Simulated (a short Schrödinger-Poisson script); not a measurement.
System: symmetric double-gate stack, SiO2 on p-type Si(100), at 300 K.

| layer | material | thickness (nm) | Na (cm⁻³) |
|---|---|---|---|
| 1 | SiO2 | 1.8 | - |
| 2 | Si | 2 | 3e16 |
| 3 | SiO2 | 1.8 | - |

The device is made up for the run: typed textbook-type constants, with dimensions and the other settings drawn at random. SiO2: permittivity 3.9, conduction-band edge (eV) 3.15, gap (eV) 9, electron mass (mₑ) 0.5. Si: permittivity 11.7, conduction-band edge (eV) 0, gap (eV) 1.124, Nv at 300 K (cm⁻³) 3.1e19.

Channel valleys (confinement mass, in-plane density-of-states mass, number): Δ2 0.916, 0.19, 2; Δ4 0.19, 0.417, 4. At the gates, both at one voltage, the conduction-band edge of layer 1 lies 3.32 eV − eVg above the Fermi level of the channel. Gaps are held at their typed values at every temperature. Mesh 0.03 nm at interfaces.

From a short Schrödinger-Poisson script (our own, NumPy): 1D Poisson equation in equilibrium, electrons quantum, Hartree (BenDaniel-Duke, 12 states a valley, the channel's in-plane mass for all, wave functions ending at the dielectric), parabolic valleys, classical holes, full ionisation, no traps, pinning or gate leakage.

The same stack at other levels of the model or other numerical settings:

| run | sheet density of all electrons at Vg = 0.85 V (cm⁻²) | sheet density of all electrons at Vg = 0.25 V (cm⁻²) | capacitance of both gates at Vg = 0.85 V (μF/cm²) | gate voltage at 1e11 electrons/cm² (V) | rough cost against the base |
|---|---|---|---|---|---|
| base | 1.10e13 | 5.69e11 | 3.02 | 0.18 | about 1 |
| electrons treated as classical, Boltzmann | (withheld) | (withheld) | 3.57 | 0.07 | 0.1 |
| electrons treated as classical, Fermi-Dirac | (withheld) | 2.23e12 | 3.39 | 0.07 | 0.3 |
| mesh six times as coarse | 1.10e13 | 5.74e11 | 3.02 | 0.18 | 0.4 |
| one subband a valley | 1.10e13 | 5.69e11 | 3.02 | 0.18 | 0.6 |

### Question
What belongs in the gaps?

### Answer

- electrons treated as classical, Boltzmann, sheet density of all electrons at Vg = 0.25 V (cm⁻²): 2.30e12
- electrons treated as classical, Boltzmann, sheet density of all electrons at Vg = 0.85 V (cm⁻²): 1.50e13
- electrons treated as classical, Fermi-Dirac, sheet density of all electrons at Vg = 0.85 V (cm⁻²): 1.43e13

The classical rows ignore confinement, and Boltzmann statistics overrate the density once the band edge passes the Fermi level.
